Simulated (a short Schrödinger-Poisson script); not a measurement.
System: symmetric double-gate stack, SiO2 on p-type Si(100), at 300 K.

| layer | material | thickness (nm) | Na (cm⁻³) |
|---|---|---|---|
| 1 | SiO2 | 3.7 | - |
| 2 | Si | 5 | 6e16 |
| 3 | SiO2 | 3.7 | - |

Constants are typed, rounded textbook-type inputs, not results; the design itself was drawn at random and stands for no fabricated device. SiO2: permittivity 3.9, conduction-band edge (eV) 3.15, gap (eV) 9, electron mass (mₑ) 0.5. Si: permittivity 11.7, conduction-band edge (eV) 0, gap (eV) 1.124, Nv at 300 K (cm⁻³) 3.1e19.

Channel valleys (confinement mass, in-plane density-of-states mass, number): Δ2 0.916, 0.19, 2; Δ4 0.19, 0.417, 4. At the gates, both at one voltage, the conduction-band edge of layer 1 lies 3.17 eV − eVg above the Fermi level of the channel. Gaps are held at their typed values at every temperature. Mesh 0.03 nm at interfaces.

From a short Schrödinger-Poisson script (our own, NumPy): 1D Poisson equation in equilibrium, electrons classical, Boltzmann, parabolic valleys, classical holes, full ionisation, no traps, pinning or gate leakage.

The same stack at other levels of the model or other numerical settings:

| run | sheet density of all electrons at Vg = 2.25 V (cm⁻²) | sheet density of all electrons at Vg = 0.45 V (cm⁻²) | capacitance of both gates at Vg = 2.25 V (μF/cm²) | rough cost against the base |
|---|---|---|---|---|
| base | 2.51e13 | 5.00e12 | 1.82 | about 1 |
| electrons treated as classical, Fermi-Dirac | 2.45e13 | 4.96e12 | (withheld) | 3 |
| electrons treated as quantum, Hartree | (withheld) | 4.44e12 | (withheld) | 40 |
| mesh six times as coarse | 2.49e13 | 4.97e12 | 1.80 | about 1 |

**Question.** What belongs in the gaps?

**Answer.** 
- electrons treated as quantum, Hartree, sheet density of all electrons at Vg = 2.25 V (cm⁻²): 2.31e13
- electrons treated as quantum, Hartree, capacitance of both gates at Vg = 2.25 V (μF/cm²): 1.70
- electrons treated as classical, Fermi-Dirac, capacitance of both gates at Vg = 2.25 V (μF/cm²): 1.77

The classical rows ignore confinement, and Boltzmann statistics overrate the density once the band edge passes the Fermi level.
